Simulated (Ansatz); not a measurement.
Worked example: relaxation of the atoms of YCu2Ge2 (I4mm, 5 atoms in the cell) in Ansatz (a program for electronic structure).

Method of the run: LDA (PW92), default PAW files made with PBE (plane waves; Ansatz).

The change in words: one atom moved by 0.15 angstrom; relax: default → atoms; relax.f_tol: default → 0.001 eV/Å. Reference geometry:
```
CELL_PARAMETERS angstrom
     -2.00931     2.00931     5.12180
      2.00931    -2.00931     5.12180
      2.00931     2.00931    -5.12180
ATOMIC_POSITIONS crystal
  Y  0.00000 0.00000 0.00000
  Cu 0.75000 0.25000 0.50000
  Cu 0.25000 0.75000 0.50000
  Ge 0.61934 0.61934 0.00000
  Ge 0.38066 0.38066 0.00000
```

Reference input (self-consistent single point, DFT, LDA (PW92), plane waves, default PAW files made with PBE): basis.ecutwfc = 420 eV; kpoints.mp_grid.grid = 8 8 8; hamiltonian.xc = lda; hamiltonian.pseudopotentials = {kind: paw} (the program's default PAW files); scf.occupations.method = gaussian; scf.occupations.width = 0.1 eV. This run's input differs from it in these lines:

```diff
@@ -6,3 +6,3 @@
   atoms:
-    - { symbol: Y, position: [0.000000, 0.000000, 0.000000] }
+    - { symbol: Y, position: [0.014643, 0.014643, 0.000000] }
     - { symbol: Cu, position: [0.750000, 0.250000, 0.500000] }
@@ -24,2 +24,4 @@
     width: 0.1
+relax:
+  f_tol: 0.001
 output:
```

Output, abridged:

```
   [... SCF lines of the steps left out ...]
relax step   1: F+E_penalty+E_count = -25291.23765029 eV  Δ(F+E_penalty+E_count) = +0.000e0 eV  max|allowed force component| = 4.511e-1 eV/Å  Δτ_max = 0.0000 Å  (8 SCF iters, dr2 threshold 1.00e-7 eV, accepted)
relax step   2: F+E_penalty+E_count = -25291.27281113 eV  Δ(F+E_penalty+E_count) = -3.516e-2 eV  max|allowed force component| = 9.336e-2 eV/Å  Δτ_max = 0.1167 Å  (6 SCF iters, dr2 threshold 1.27e-5 eV, accepted)
relax step   3: F+E_penalty+E_count = -25291.27319787 eV  Δ(F+E_penalty+E_count) = -3.867e-4 eV  max|allowed force component| = 3.108e-2 eV/Å  Δτ_max = 0.0048 Å  (6 SCF iters, dr2 threshold 5.45e-7 eV, accepted)
relax step   4: F+E_penalty+E_count = -25291.27324514 eV  Δ(F+E_penalty+E_count) = -4.727e-5 eV  max|allowed force component| = 3.110e-3 eV/Å  Δτ_max = 0.0018 Å  (6 SCF iters, dr2 threshold 6.04e-8 eV, accepted)
relax step   5: F+E_penalty+E_count = -25291.27324635 eV  Δ(F+E_penalty+E_count) = -1.205e-6 eV  max|allowed force component| = 4.477e-5 eV/Å  Δτ_max = 0.0003 Å  (6 SCF iters, accepted)
the relaxation is at rest under the 8 symmetry operations that the run kept from its start: a minimum is not shown …
Free energy (F): -25291.273246 eV
Internal energy: -25291.263271 eV  (E = F + TS)
E sigma→0 (E₀):  -25291.268259 eV
Entropy (-TS):   -0.009975 eV (-1.995 meV/atom)
Fermi energy:    13.669689 eV
--- Forces (eV/Å), atoms counted from 1 ---
  atom   1  Y     -0.00000000     0.00000000    -0.00000718
  atom   2  Cu     0.00000000    -0.00000000    -0.00002615
  atom   3  Cu    -0.00000000    -0.00000000    -0.00002615
  atom   4  Ge     0.00000000     0.00000000     0.00001536
  atom   5  Ge    -0.00000000    -0.00000000     0.00004493
--- Stress (GPa, compression-positive) ---
   [... lines left out ...]
    - { symbol: Y, position: [0.0029288798332694392, 0.0029288798332694392, -7.188759239672977e-35] }
    - { symbol: Cu, position: [0.7529288206448131, 0.25292882064481315, 0.5] }
    - { symbol: Cu, position: [0.25292882064481315, 0.7529288206448131, 0.5] }
    - { symbol: Ge, position: [0.6232979018000879, 0.6232979018000879, 8.5666047606103e-34] }
    - { symbol: Ge, position: [0.3825585770770161, 0.3825585770770161, -9.525105992566695e-34] }
```

The run converged.  The full log also holds: “iter 5 did not close the SCF: its close was put off for the readings that it lacked (scf_convergence_deferred on its scf_iter line)”. The full log also holds: “iter 5 did not close the SCF: its close was put off for the readings that it lacked (scf_convergence_deferred on its scf_iter line)”.

Summary of the result:
* **Free energy E − TS (on the zero of these files)**: -25291.2732 eV
* **Fermi level (on the code's own zero)**: 13.67 eV
* **Pressure**: -5.07 GPa
* **Relaxation steps**: 5

The starting cell comes from a database of computed structures (which also holds hypothetical and non-ambient phases and stackings), without a prior relaxation at this level. Its lattice was rescaled by up to half a per cent. For this run, on top of that: one atom moved by 0.15 angstrom. Spin polarisation is off. The relaxation keeps the symmetry of its start, so its end need not be a minimum. Ansatz's pressure includes its estimate of the finite-basis (Pulay) stress.

Cost on one core of a shared machine: roughly 2 min.

Keys are those of Ansatz 0.2.
